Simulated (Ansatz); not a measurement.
N on the 1x1 (110) surface of bcc Mo, one in a 3x3 cell, energies for each (63.6 Å²). Energies are against ½ N2(g), without zero-point or thermal terms; each row is named by its start.

All values below come from PBE (plane waves to 420 eV, PAW; Ansatz, a quantum-chemistry and plane-wave program).

### Question
Which site binds most strongly?
A) hollow Mo-Mo-Mo
B) top Mo

### Answer
A, hollow Mo-Mo-Mo. Adsorption energies: hollow Mo-Mo-Mo -1.65 eV; top Mo 0.49 eV.
